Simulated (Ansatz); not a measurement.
Ni interstitial in alpha quartz (the name describes the start): one set of geometries, relaxed with PBE, evaluated in Ansatz (PAW, plane waves to 420 eV, 500 eV under r2SCAN) with PBE, r2SCAN.

Cell and caveats: 72-site cell; 2×2×2 Γ-centred k-points; start: void with 6O2Si nearest; charged states image-corrected; no Hubbard U; corrections reach 2.2 eV, so highly charged states may be off by several tenths; relaxed from one start, so a lower configuration may exist; flagged in the runs: a doubtful potential alignment, a host whose relaxation on this sampling wasn't shown to rest, a strain field that reaches the edge of the cell.

| quantity | PBE | r2SCAN |
|---|---|---|
| host gap (eV) | 5.68 | 6.32 |
| ε(+2/+1) above the VBM (eV) | 1.17 | 1.96 |
| ε(+1/0) above the VBM (eV) | 3.54 | 4.42 |
| ε(0/−1) above the VBM (eV) | 4.97 | not settled |
| largest moment on one atom at charge +2 (μB) | 1.57 | 1.67 |
| largest moment on one atom at charge +1 (μB) | 0.91 | 0.94 |
| neutral formation energy against fcc Ni, ferromagnetic (eV) | 4.41 | 4.57 |

PBE narrows the gap by 0.64 eV against r2SCAN, the highest level run, and puts the levels shown 0.83 eV lower above the valence-band maximum on average (from the rounded values).

Ansatz is a program for electronic structure.
